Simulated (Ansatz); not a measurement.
Start from BP in the zinc blende structure (space group F-43m, No. 216; a = 4.5366 Å). Axes: x, y, z lie along the cube axes.

All numbers come from plane-wave PAW DFT at the r2SCAN level (Ansatz, a quantum-chemistry and plane-wave program, 500 eV), without spin-orbit coupling.

The change: tensor shear ε_xy = +1.14 % (engineering shear γ = 0.0228), atoms relaxed at fixed cell.

Task: Predict the stress tensor and what it implies for the stiffness.

Result: Stress of the strained cell less that of the base (GPa, compression positive):
```
   0.11   -4.50    0.00
  -4.50    0.11    0.00
   0.00    0.00   -0.01
```

Then −Δσ/γ with γ = 2ε = 0.0228 gives relaxed-ion elastic constants: C66 ≈ 197 GPa.

Stability against distortions was not tested.
